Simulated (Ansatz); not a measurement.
Start from Te (space group P3_121, No. 152; made of chains).

```xyz
3
Lattice="4.5209 0.0000 0.0000 -2.2604 3.9152 0.0000 0.0000 0.0000 5.9543" Properties=species:S:1:pos:R:3 pbc="T T T"
Te     1.2121     0.0000     1.9848
Te    -0.6061     1.0497     3.9695
Te     1.6544     2.8655     0.0000
```

Cartesian axes are those of the cell as printed.

All numbers come from PBE (Ansatz, an electronic-structure program, PAW, no spin-orbit coupling).

Base values:

| Quantity | Value |
|---|---|
| Smallest direct gap | 0.24 eV |
| Pressure | 0.0 kbar |

Perturbation: biaxial strain +1.90 %, plane normal [001], relaxed out of plane (Cartesian); in-plane vectors clamped, the third vector and the atoms free.

How does this affect the out-of-plane strain, smallest direct gap and pressure?

The out-of-plane strain comes out as -1.13 %; the smallest direct gap goes up by 0.15 eV, from 0.24 eV to 0.39 eV; the pressure (mean of the normal stresses, compression positive) goes from zero to -2.5 kbar.

With Te present, leaving out spin-orbit coupling can change the band edges. Whether these cells are dynamically stable was not tested. No dispersion term is included, though the crystal is made of layers, chains or molecules, so its spacings can come out too wide. A zero or small gap of Te can be the functional's error rather than a property of the material.
